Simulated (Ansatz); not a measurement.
Consider this model of amorphous W₂₄Si₂₄.

```xyz
48
Lattice="9.0057 0.0000 0.0000 0.0000 9.0057 0.0000 0.0000 0.0000 9.0057" Properties=species:S:1:pos:R:3 pbc="T T T"
W      5.3974     2.6848     6.6510
W      8.1472     5.8469     8.3202
W      2.6680     2.6438     5.0699
W      2.9996     4.1713     7.1252
W      7.2521     0.5066     6.1254
W      4.7007     1.1651     4.1683
W      3.8370     5.8045     0.5324
W      2.4225     5.8430     4.9046
W      0.9317     1.6548     2.9351
W      5.8521     1.0220     8.8912
W      2.3369     8.5797     6.1181
W      4.8897     7.3642     5.1521
W      2.9657     1.5075     7.8845
W      0.4733     3.1195     7.5980
W      0.3742     8.1495     4.2376
W      5.6306     5.2583     7.3070
W      3.5631     1.1721     1.6463
W      7.3469     6.5169     5.3213
W      7.9072     6.9582     2.1244
W      4.8578     4.2609     4.5886
W      2.7156     4.1453     2.4786
W      7.2564     2.3152     4.0744
W      5.6541     3.0948     2.1089
W      8.6294     4.0505     1.6626
Si     1.0672     6.0241     2.7907
Si     1.4577     5.0716     0.1104
Si     0.9398     8.5096     1.6699
Si     6.2799     5.4188     0.9429
Si     1.5850     2.5720     0.7571
Si     7.6964     1.6140     1.6301
Si     0.5424     3.8829     4.0946
Si     2.8856     8.4390     3.5733
Si     7.5295     4.0213     5.9888
Si     5.3321     7.9320     1.3701
Si     4.7028     0.3044     6.6664
Si     6.2578     7.6477     7.5731
Si     4.2532     3.2628     0.1263
Si     3.4371     6.6435     7.1652
Si     0.4668     1.4718     5.4320
Si     0.6045     5.2021     6.3588
Si     7.9337     8.4269     0.1626
Si     0.5019     0.6384     7.8907
Si     7.0797     3.3021     8.6142
Si     2.7542     8.1423     0.1231
Si     6.7268     8.5610     3.7281
Si     6.9691     4.9538     3.3751
Si     0.1166     7.5900     6.7843
Si     4.2552     6.1119     3.0263
```

Calculation: PBE, scalar-relativistic without spin-orbit coupling (plane waves to 420 eV, PAW; Ansatz, a program for electronic structure).

It comes from a melt-quench run on a machine-learned potential (CHGNet), relaxed afterwards by DFT. The hot cell started wider than the set density and was brought back towards it in steps. It is the lowest in DFT energy of 2 quenches. It is a model cell: composition and starting density were chosen by hand, and all elements were melted together. No dispersion term was used. Its density started from a set value of 11.46 and ended at 11.56 g/cm³. The simulated quench (nominally 200 K/ps over its main leg) is rapid and tends to freeze in more defects than a deposited or slowly cooled glass has. A cell of this size samples the disorder only roughly. The volume was free in the relaxation, at fixed shape. Stress components on the final sampling reach 2.3 GPa. On a 2×2×2 Γ-centred mesh force components of up to 0.49 eV/Å stay, since the relaxation ran on one k-point at (1/4, 1/4, 1/4).

Cut-offs for bonds: W-W 3.54 Å, W-Si 3.18 Å, Si-Si 2.66 Å.

Task: Give the coordination numbers, mean bond lengths and angles.

Result: 
```yaml
Mean coordination of W: 12.54 (1 with 10, 1 with 11, 10 with 12, 9 with 13, 2 with 14, 1 with 15)
Mean coordination of Si: 7.04 (1 with 4, 1 with 5, 4 with 6, 9 with 7, 8 with 8, 1 with 9)
Mean W-W bond: 2.992 Å (spread 0.197 Å, 82 counted)
Mean W-Si bond: 2.645 Å (spread 0.142 Å, 137 counted)
Mean Si-Si bond: 2.514 Å (spread 0.092 Å, 16 counted)
Bond angle at W: mean 96.0°, spread 34.1°
Bond angle at Si: mean 98.4°, spread 32.1°
```
